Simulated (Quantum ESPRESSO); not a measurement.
Relaxation of the atoms of Mg₄H₂O₅ (P-3m1, 11 atoms in the cell) at several settings

```
Mg4H2O5
1.0
    3.01745     0.00000     0.00000
   -1.50873     2.61319     0.00000
    0.00000     0.00000    11.94788
Mg H O
4 2 5
Direct
  0.33333   0.66667   0.10073
  0.66667   0.33333   0.89927
  0.00000   0.00000   0.30345
  0.00000   0.00000   0.69655
  0.66667   0.33333   0.52721
  0.33333   0.66667   0.47279
  0.33333   0.66667   0.79810
  0.66667   0.33333   0.20190
  0.33333   0.66667   0.39229
  0.66667   0.33333   0.60771
  0.00000   0.00000   0.00000
```

Base: PBEsol, GBRV 1.5 ultrasoft (PBESOL) pseudopotentials (Quantum ESPRESSO). Its settings: ecutwfc = 40 Ry; ecutrho = 200 Ry; occupations = smearing; smearing = gauss; degauss = 0.000734986 Ry; potentials = {Mg: mg_pbesol_v1.4.uspp.F.UPF, H: h_pbesol_v1.4.uspp.F.UPF, O: o_pbesol_v1.2.uspp.F.UPF}; K_POINTS = automatic 7 7 2 0 0 0; conv_thr = 1e-09 Ry; mixing_beta = 0.3. Starting volume 8.56 Å³ per atom.

Each line gives the change from the base single point and the result:

- atoms moved at random; calculation: scf → relax; tprnfor: true → default; tstress: true → default; forc_conv_thr: default → 0.0039 Ry/bohr: largest force (vector length) 0.052 eV/Å; relaxation steps 14; free energy against the base single point -2.3 meV/atom.
- calculation: scf → relax; tprnfor: true → default; tstress: true → default: largest force (vector length) 0.022 eV/Å; relaxation steps 11; free energy against the base single point -2.4 meV/atom.

The starting cell comes from a database of computed structures (which also holds hypothetical and non-ambient phases and stackings), without a prior relaxation at this level. In the base run, forces exceed 1 eV/Å.

Left out of this page: 1 run of the series stopped by limits of time or memory.
